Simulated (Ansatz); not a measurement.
**Li under a change: pressure 3 GPa**

The parent structure is Li in the bcc (W type) structure (space group Im-3m, No. 229; a = 3.435 Å).

The change: a hydrostatic pressure of 3 GPa.

Method: plane-wave PAW DFT at the PBE level (Ansatz, an electronic-structure program, 420 eV), spin-orbit coupling left out. Γ-centred 19×19×19 mesh, Fermi–Dirac width 0.05 eV.

* **Volume per atom**: 17.20 Å³ (base 20.27 Å³)
* **Density**: 0.67 g/cm³ (base 0.57 g/cm³)
* **Lattice parameter a**: 3.252 Å (base 3.435 Å)
* **Enthalpy H = E + PV relative to the base's energy**: +0.35 eV/atom
* **Band gap**: zero (base zero)

Load acts through the strain it causes; cell and atoms are relaxed under it. No phonon test of stability was made.
